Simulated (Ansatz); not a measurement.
System: MgO (P6₃/mmc, No. 194, 4 atoms in the cell; start mp-1065577; a measured phase of this formula has another space group). Method: PBEsol (PAW; Ansatz, a quantum-chemistry and plane-wave program).

Numerical settings: plane-wave cutoff 520 eV, 12×12×8 k mesh (along the axes of the cell as run), Fermi–Dirac smearing 0.01 eV, scalar-relativistic PAW data made under PBE.

Cell (relaxed with PBEsol):

```cif
data_Mg2O2
_chemical_formula_sum 'Mg2 O2'
_space_group_name_H-M_alt 'P 1'
_space_group_IT_number 1
_cell_length_a 3.49418
_cell_length_b 3.49418
_cell_length_c 4.19457
_cell_angle_alpha 90.000
_cell_angle_beta 90.000
_cell_angle_gamma 120.000
loop_
_space_group_symop_operation_xyz
  'x, y, z'
loop_
_atom_site_label
_atom_site_type_symbol
_atom_site_fract_x
_atom_site_fract_y
_atom_site_fract_z
_atom_site_occupancy
Mg1 Mg 0.66667 0.33333 0.75000 1
Mg2 Mg 0.33333 0.66667 0.25000 1
O1 O 0.66667 0.33333 0.25000 1
O2 O 0.33333 0.66667 0.75000 1
```

Question: What does this level give for the band gap?

Answer: 
band gap: 3.27 eV (direct)

A start named mp-… is a Materials Project structure, which need not be a measured phase.
